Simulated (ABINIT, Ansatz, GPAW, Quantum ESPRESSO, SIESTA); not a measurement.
**One structure in several programs: K (Im-3m, 1 atom in the cell)**

Self-consistent single point.

```xyz
1
Lattice="-2.7588 2.7588 2.7588 2.7588 -2.7588 2.7588 2.7588 2.7588 -2.7588" Properties=species:S:1:pos:R:3 pbc="T T T"
K      0.0000     0.0000     0.0000
```

Shared settings, as Ansatz (an electronic-structure program) writes them: kpoints.mp_grid.grid = 6 6 6; scf.occupations.method = gaussian; scf.occupations.width = 0.1 eV. Potentials and cutoffs stand in the table.

```csv
code,model,pressure (GPa),cutoff
Ansatz,"PBE, default PAW files",-0.34,420 eV
SIESTA,"GGA PBE, numerical atomic orbitals TZP, PseudoDojo PBE standard norm-conserving potentials (rewritten from UPF to PSML)",-0.25,grid 400 Ry
Quantum ESPRESSO,"PBE, PSlibrary ultrasoft (PBE) pseudopotentials",-0.41,50 Ry
ABINIT,"PBE, norm-conserving pseudopotentials (PseudoDojo nc-sr-05 PBE standard)",-0.34,37 Ha
GPAW,"PBE, GPAW PAW datasets PBE (gpaw-data 1.0.1)",-0.37,550 eV
```

The spread over the programs that give each value: pressure within 0.16 GPa.

SIESTA uses small atom-centred bases, whose incompleteness enters pressures, forces and empty levels differently from a plane-wave cutoff. Ansatz's pressure is given at a fixed set of plane waves, as the other plane-wave codes print theirs.

On the base mesh (11 11 11) the same programs gave: Ansatz pressure -0.37 GPa; Quantum ESPRESSO pressure -0.43 GPa; ABINIT pressure -0.37 GPa; GPAW pressure -0.39 GPa; SIESTA pressure -0.28 GPa.

The starting cell comes from a database of computed structures (which also holds hypothetical and non-ambient phases and stackings), without a prior relaxation at this level. Its lattice was rescaled by a random factor within 2.5 % of one.

Left out of this page: CP2K (on another mesh); Elk and FLEUR (not drawn, or without a comparable value).

Keys are those of Ansatz 0.2.
